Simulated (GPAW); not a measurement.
Input and output of a self-consistent single point for Zr₂Rh (Ibam, 6 atoms in the cell) (GPAW).

Level of theory: LDA (Perdew-Wang 92), GPAW PAW datasets LDA (gpaw-data 1.0.1) (plane waves; GPAW 25.7.0).

```
Zr2Rh
1.0
   -3.17011     3.17914     2.77963
    3.17011    -3.17914     2.77963
    3.17011     3.17914    -2.77963
Zr Rh
4 2
Cartesian
  1.06484   5.28971   0.00000
  2.10527  -2.11057   2.77963
  1.06484   1.06857   2.77963
  2.10527   2.11057   0.00000
  3.17011   0.00000   1.38982
  0.00000   3.17914   1.38982
```

Reference input (self-consistent single point, DFT PBEsol, plane waves, GPAW PAW datasets PBEsol (made by gpaw-setup)): mode = pw; ecut = 550 eV; xc = PBEsol; kpts = 5 5 5; mesh shift (steps) = 0 0 0; occupations.name = fermi-dirac; occupations.width = 0.05 eV; nbands = -12; convergence.density = 1e-05 e/electron; symmetry.symmorphic = false; symmetry.tolerance = 0.0005; maxiter = 120. This run's input differs from it in these lines:

```diff
@@ -17,3 +17,3 @@
 calc = GPAW(mode=PW(550),
-            xc='PBEsol',
+            xc='LDA',
             kpts=(5, 5, 5),
```

Its files differ too (potentials: GPAW PAW datasets LDA (gpaw-data 1.0.1)).

Log, with long lists cut:

```
     iter     time        total  log10-change:
                         energy   eigst   dens
iter:   1 --:--:--   -56.058258
iter:   2 --:--:--   -55.517826   -0.56  -1.39
iter:   3 --:--:--   -54.791694   -1.37  -1.41
iter:   4 --:--:--   -54.072180   -1.57  -1.48
iter:   5 --:--:--   -53.881576   -1.32  -1.69
iter:   6 --:--:--   -53.842249   -2.27  -2.03
iter:   7 --:--:--   -53.823636   -2.78  -2.38
iter:   8 --:--:--   -53.823572c  -3.32  -2.62
iter:   9 --:--:--   -53.821578c  -2.84  -2.69
iter:  10 --:--:--   -53.819758c  -3.76  -3.01
iter:  11 --:--:--   -53.819683c  -4.24  -3.36
iter:  12 --:--:--   -53.819789c  -4.73  -3.45
   [... 8 lines left out ...]
iter:  21 --:--:--   -53.819636c  -5.91  -4.02
iter:  22 --:--:--   -53.819636c  -7.26  -4.26
iter:  23 --:--:--   -53.819640c  -6.80  -4.31
iter:  24 --:--:--   -53.819643c  -7.32  -4.59
iter:  25 --:--:--   -53.819643c  -7.44c -4.67
iter:  26 --:--:--   -53.819643c  -8.09c -4.84
iter:  27 --:--:--   -53.819643c  -8.92c -4.90
iter:  28 --:--:--   -53.819642c  -8.83c -5.03c
Converged after 28 iterations.

Dipole moment: (0.000000, -0.000000, 0.000000) |e|*Ang

Energy contributions relative to reference atoms: (reference = -651164.511250)

Kinetic:        +17.922138
Potential:      -22.410277
External:        +0.000000
XC:             -50.519806
Entropy (-ST):   -0.062680
Local:           +1.219642
SIC:             +0.000000
--------------------------
Free energy:    -53.850982
Extrapolated:   -53.819642

Showing only first 2 kpts
 Kpt  Band  Eigenvalues  Occupancy
  0    37     10.92889    0.00031
  0    38     11.03555    0.00004
  0    39     11.03672    0.00004
  0    40     11.14434    0.00000

  1    37     10.34880    1.88925
  1    38     10.60291    0.19147
  1    39     10.82674    0.00241
  1    40     10.89016    0.00068

Fermi level: 10.49064

No gap
   [... lines left out ...]
  0 Zr   -0.21010    0.20641    0.00000
  1 Zr    0.21010   -0.20641    0.00000
  2 Zr   -0.21010   -0.20641    0.00000
  3 Zr    0.21010    0.20641    0.00000
  4 Rh    0.00000    0.00000    0.00000
  5 Rh    0.00000    0.00000    0.00000

Stress tensor:
    -0.010507     0.000000     0.000000
     0.000000    -0.010027     0.000000
     0.000000     0.000000    -0.003129
Stress (GPa, Voigt): [-1.6834 -1.6065 -0.5013  0.      0.      0.    ]
```

The run converged in 28 iterations. GPAW prints stress with tension positive. Against the reference run the pressure goes from 5.40 to 1.26 GPa and the largest force goes from 0.358 to 0.295 eV/Å.

The starting cell comes from a database of computed structures (which also holds hypothetical and non-ambient phases and stackings), without a prior relaxation at this level. Its lattice was rescaled by a random factor within 2.5 % of one. Spin polarisation is off.

Cost on one core of a shared machine: roughly 2 min.
